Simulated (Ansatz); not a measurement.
We consider BN (model structure, P6₂22, No. 180, 6 atoms in the cell), described by PBEsol in Ansatz (plane waves, PAW).

Settings: plane-wave cutoff 520 eV, 18×18×6 k mesh (along the axes of the cell as run), Fermi–Dirac smearing 0.01 eV, scalar-relativistic PAW data made under PBE.

Computed at the level's own relaxed cell.

```xyz
6
Lattice="2.5953 0.0000 0.0000 -1.2976 2.2476 0.0000 0.0000 0.0000 5.7973" Properties=species:S:1:pos:R:3 pbc="T T T"
B      1.2976     0.0000     3.8649
B     -0.6488     1.1238     1.9324
B      0.6488     1.1238     0.0000
N      1.2976     0.0000     0.9662
N     -0.6488     1.1238     4.8311
N      0.6488     1.1238     2.8986
```

List the 16 lowest band energies at Γ above −25 eV (eV, relative to the valence band maximum), grouping those that round alike.

At Γ: -21.35, -18.16 (×2), -7.39 (×2), -4.82, -2.09 (×2), -1.04 (×2), -0.71, 0.00, 6.70 (×2), 7.80 (×2).

Note: the relaxation could raise the start's symmetry but not lower it, so the cell can be a saddle point.

A model structure was made by putting elements into a prototype or built by hand; it is no filed structure, need not be a known phase, and can be a saddle point held by its symmetry.

Ansatz is a quantum-chemistry and plane-wave program.
